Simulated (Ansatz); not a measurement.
# Effect of uniaxial stress, 3 GPa tension along z on SnO2

Start from SnO₂ in the rutile structure (space group P4_2/mnm, No. 136; a = 4.828 Å, c = 3.238 Å). Axes: x, y, z lie along a, b, c of the conventional cell.

It is then changed as follows: uniaxial stress, 3 GPa tension along z; all other stress components relax to zero.

Computed with PBE (Ansatz, a quantum-chemistry and plane-wave program; PAW; 420 eV plane waves; no SOC), earlier PAW set. k-mesh 7×7×10 (Γ-centred); smearing 0.05 eV (Fermi–Dirac).

- Volume per atom: 12.61 Å³ (base 12.58 Å³)
- Shortest interatomic distance: 3.943 bohr (base 3.948 bohr)
- Energy relative to the base (free energy F): +1.3 meV/atom
- Band gap: 0.60 eV (base 0.68 eV)
- Gap character: direct at Γ (base direct at Γ)
- Width of the top valence band: 1.17 eV (base 1.18 eV)
- Valence-band top at Γ (three highest levels, from the VBM): 0.00, -0.71, -0.71 eV (base 0.00, -0.73, -0.73 eV)
- Strain response (xx, yy, zz): (−0.40, −0.40, +1.10) %
- Secant Young's modulus along z: 270 GPa
- Mean lateral Poisson ratio: 0.36

Final structure:

```yaml
crystal:
  lattice:
    - [4.80844, 0.00000, 0.00000]
    - [0.00000, 4.80844, 0.00000]
    - [0.00000, 0.00000, 3.27344]
  atoms:
    - { symbol: Sn, position: [0.00000, 0.00000, 0.00000] }
    - { symbol: Sn, position: [0.50000, 0.50000, 0.50000] }
    - { symbol: O, position: [0.30686, 0.30686, 0.00000] }
    - { symbol: O, position: [0.80686, 0.19314, 0.50000] }
    - { symbol: O, position: [0.19314, 0.80686, 0.50000] }
    - { symbol: O, position: [0.69314, 0.69314, 0.00000] }
```

Stability under load was not tested beyond the relaxation.
